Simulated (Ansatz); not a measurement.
## Element substitutions in Ta

Base system: Ta in the bcc (W type) structure (space group Im-3m, No. 229).

```yaml
crystal:
  lattice:
    - [-1.64096, 1.64096, 1.64096]
    - [1.64096, -1.64096, 1.64096]
    - [1.64096, 1.64096, -1.64096]
  atoms:
    - { symbol: Ta, position: [0.00000, 0.00000, 0.00000] }
```

Each row replaces one element on all its sites; cell and atoms are relaxed.

Level of theory: PBEsol, PAW, 420 eV (Ansatz, a first-principles code; no spin-orbit coupling), earlier PAW set.

```tsv
case	density	shortest interatomic distance
base	17.00 g/cm³	2.842 Å
Ta → Lu	10.42 g/cm³	3.308 Å
Ta → Fe	8.57 g/cm³	2.413 Å
Ta → W	19.45 g/cm³	2.732 Å
Ta → Hf	13.94 g/cm³	3.022 Å
```

Other magnetic orders, which the real material may have, were not ruled out. Stability against distortions was not tested. For Lu in this form, whether it has been made was not checked. Spin-polarised in the final run: Fe; the other runs are not. This is not the structure that Lu has at room temperature and ambient pressure. This is not the structure that Hf has at room temperature and ambient pressure.
